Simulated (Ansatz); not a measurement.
The parent structure is MgS in the rock salt structure (space group Fm-3m, No. 225; a = 5.129 Å). Axes: x, y, z lie along the cube axes.

Level of theory: LDA (Ansatz, a first-principles code, PAW, no spin-orbit coupling).

Base values:

| Item | Value |
|---|---|
| Band gap | 2.65 eV |
| Volume per atom | 16.87 Å³ |
| Pressure | 0.00 GPa |
| Valence-band top at Γ | 0.00, 0.00, 0.00 eV |

It is then changed as follows: biaxial strain +0.42 %, plane normal [111], relaxed out of plane (Cartesian); in-plane vectors clamped, the third vector and the atoms free.

**Question.** Estimate the effect on the band gap.

**Answer.** The band gap decreases by 0.054 eV, from 2.65 eV to 2.59 eV.

**Question.** What does the calculation give for the volume per atom after the change?

**Answer.** The volume per atom rises by 0.10 Å³ to 16.97 Å³.

**Question.** What does the calculation give for the pressure after the change?

**Answer.** The pressure (mean of the normal stresses, compression positive) goes from zero to -0.49 GPa.

**Question.** Predict the new valence-band top at Γ.

**Answer.** The valence-band top at Γ (three highest levels, from the VBM) goes from 0.00, 0.00, 0.00 eV to 0.00, -0.06, -0.06 eV.

Stability against distortions was not tested.
